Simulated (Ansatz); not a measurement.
Base system: Mo$_{5}$Si$_{3}$ (space group I4/mcm, No. 140; a = 9.6039 Å, c = 4.8719 Å).

Level of theory: PBEsol, PAW, 420 eV (Ansatz, a quantum-chemistry and plane-wave program; spin-orbit coupling left out).

Base values:

```
Quantity               Result
-------------------  --------
Lattice parameter a  960.4 pm
c/a ratio               0.507
```

Perturbation: cell and atoms relaxed at a pressure of 3 GPa.

Q: How does this affect the lattice parameter a and c/a ratio?

A: The lattice parameter a decreases by 3.4 pm, from 960.4 pm to 957.0 pm; the c/a ratio is still 0.507.

Load acts through the strain it causes; cell and atoms are relaxed under it. No phonon test of stability was made. All final runs are without spin polarisation.
